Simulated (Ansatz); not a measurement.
**Zr$_{2}$N in the anti-rutile structure (space group P4_2/mnm, No. 136; a cell from a computed database, its experimental status unchecked)**

```xyz
6
Lattice="5.3678 0.0000 0.0000 0.0000 5.3678 0.0000 0.0000 0.0000 3.2739" Properties=species:S:1:pos:R:3 pbc="T T T"
Zr     1.5894     1.5894     0.0000
Zr     3.7784     3.7784     0.0000
Zr     1.0945     4.2733     1.6370
Zr     4.2733     1.0945     1.6370
N      0.0000     0.0000     0.0000
N      2.6839     2.6839     1.6370
```

Computed with PBEsol, PAW, 420 eV (Ansatz, a first-principles code; no SOC). Γ-centred 9×9×14 mesh, Fermi–Dirac width 0.05 eV.

- Volume per atom = 15.72 Å³
- Density = 6.92 g/cm³
- Band gap = zero
- Total energy = -2879.962 eV/atom (σ→0; compares only within this code and set-up)

Whether these cells are dynamically stable was not tested. The final runs are not spin-polarised.
